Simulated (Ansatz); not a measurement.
The parent structure is BAs in the zinc blende structure (space group F-43m, No. 216; a = 4.7322 Å). Axes: x, y, z lie along the cube axes.

Structures relaxed with Kohn–Sham DFT with the LDA functional, run in Ansatz (a program for electronic structure) with PAW and 420 eV plane waves, no spin-orbit coupling.

Base:

Simulated powder pattern, Cu Kα, λ = 1.54184 Å (kinematic, ideal powder, no thermal factors, no anomalous dispersion; the 8 strongest lines at most, above 2 %, up to 2θ = 90°):

```
2θ (°)  I/Imax (%)    hkl
------  ----------  -----
32.78          100  (111)
38.03           40  (200)
54.87           40  (220)
65.41           40  (311)
68.71          9.5  (222)
81.33          6.2  (400)
```

After one change:

Simulated powder pattern, Cu Kα, λ = 1.54184 Å (kinematic, ideal powder, no thermal factors, no anomalous dispersion; the 8 strongest lines at most, above 2 %, up to 2θ = 90°):

```tsv
2θ (°)	I/Imax (%)
32.53	100
33.04	96
38.04	78
54.21	14
54.88	52
64.96	27
65.26	13
65.88	25
```

### Question
Name the change that was made.
A) tensor shear ε_xy = +0.57 %
B) tensor shear ε_xy = +1.14 %
C) tensor shear ε_xy = +0.29 %
D) tensor shear ε_xy = +1.71 %

### Answer
B, tensor shear ε_xy = +1.14 %. Its volume per atom is 13.24 Å³ against 13.25 Å³, and its space group is Imm2 (No. 44).

The cells carry an imposed strain or load. Whether these cells are dynamically stable was not tested.
